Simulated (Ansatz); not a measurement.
YB6, response to strain

Take YB$_{6}$ (space group Pm-3m, No. 221; a = 4.0755 Å) as the base.

Strains are applied to the cell and any free atomic positions relax.

Calculations: PBEsol, PAW, 420 eV (Ansatz, an electronic-structure program; no spin-orbit coupling).

Notes on the quantities. energy relative to the base: free energy F.

```csv
case,shortest interatomic distance,pressure,energy relative to the base
base,162.0 pm,0.0 GPa,0 meV/atom
isotropic strain −4.03 %,154.5 pm,27.2 GPa,+87 meV/atom
isotropic strain −2.23 %,157.8 pm,(withheld),(withheld)
isotropic strain +1.73 %,165.4 pm,-8.3 GPa,+14 meV/atom
isotropic strain +3.64 %,169.2 pm,(withheld),(withheld)
```

Q: Fill in the withheld entries from the trend.

A: 
- isotropic strain −2.23 %, pressure: 13.5 GPa
- isotropic strain −2.23 %, energy relative to the base: +25 meV/atom
- isotropic strain +3.64 %, pressure: -15.7 GPa
- isotropic strain +3.64 %, energy relative to the base: +58 meV/atom

Stability against distortions was not tested. All final runs are without spin polarisation. An odd electron count without spin: YB6.
